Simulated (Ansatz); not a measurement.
Consider Si in the diamond structure (space group Fd-3m, No. 227; a = 5.434 Å). Axes: x, y, z lie along the cube axes.

Method: Kohn–Sham DFT with the PBEsol functional, run in Ansatz (a first-principles code) with PAW and 420 eV plane waves, no spin-orbit coupling.

Base values:

| Property | Result |
|---|---|
| Smallest direct gap | 2.52 eV |
| Valence-band top at Γ | 0.00, 0.00, 0.00 eV |
| Band gap | 0.47 eV |

One thing is altered: a pure shear with ε_xy = ε_yx = 0.0143; the atoms relax in the strained cell.

**Question.** What happens to the smallest direct gap, energy relative to the base, valence-band top at Γ, stress and band gap?

**Answer.** The smallest direct gap decreases by 0.30 eV (2.52 eV → 2.22 eV); the energy rises by 3.8 meV/atom; the valence-band top at Γ (three highest levels, from the VBM) goes from 0.00, 0.00, 0.00 eV to 0.00, -0.15, -0.27 eV; the stress (xx, yy, zz, yz, xz, xy; compression positive) amounts to (0.03, 0.03, -0.03, 0.00, 0.00, -2.09) GPa; the band gap shrinks by 0.22 eV (0.47 eV → 0.25 eV).

Stability against distortions was not tested. The zero or small gap of Si under tensor shear ε_xy = +1.43 % can change with the level of theory.
